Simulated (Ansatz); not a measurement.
Consider a 16-atom cell of (Ru,Os) started in the hexagonal close-packed structure, site fractions Ru 0.125, Os 0.875, short-range order -0.05 among the nearest mixed sites of the first mixed sublattice (0 is random, a negative value favours unlike neighbours), space group Cm at the end. Its start:

```
CELL_PARAMETERS angstrom
      0.00020    -4.78050    -4.33190
     -0.00020     4.78050    -4.33190
      5.52018    -0.00023     4.33190
ATOMIC_POSITIONS crystal
  Os 0.58228 0.41738 0.24966
  Os 0.20796 0.54122 0.99918
  Os 0.70907 0.04057 0.99964
  Os 0.33450 0.16557 0.75007
  Ru 0.45740 0.79276 0.50016
  Os 0.95863 0.29112 0.49975
  Ru 0.08347 0.91700 0.25047
  Os 0.83400 0.66697 0.75098
  Os 0.54211 0.20987 0.49917
  Os 0.16688 0.33481 0.25074
  Os 0.66593 0.83386 0.25074
  Os 0.29307 0.95898 0.00141
  Os 0.41619 0.58196 0.74873
  Os 0.91677 0.08254 0.74873
  Os 0.03930 0.70706 0.49917
  Os 0.79243 0.45833 0.00141
```

The mixing enthalpy is taken against the end members in the hexagonal close-packed type, relaxed in the same cell and mesh.

Calculation: PBE (plane waves to 420 eV, PAW; Ansatz, a quantum-chemistry and plane-wave program). Spin–orbit coupling is left out; the runs are not spin-polarised. Its k-point mesh 6×6×6, Fermi–Dirac width 0.05 eV.

```csv
end member,weight,volume per atom (Å³)
Ru,0.125,13.77
Os,0.875,14.28
```

Q: Predict the alloy's volume, bond lengths and mixing enthalpy.

A: 
- volume per atom = 14.21 Å³
- Os–Os bonds (within 1.22 times the sum of covalent radii) = 2.720 Å on average, from 2.683 to 2.757 (73)
- Os–Ru bonds (within 1.22 times the sum of covalent radii) = 2.717 Å on average, from 2.686 to 2.756 (22)
- Ru–Ru bonds (within 1.22 times the sum of covalent radii) = 2.750 Å on average, from 2.750 to 2.750 (1)
- mixing enthalpy per site of the mixed sublattice = -4 meV
- departure of the mean lattice parameter from Vegard's line = under 0.15 %, inside the noise of the relaxations
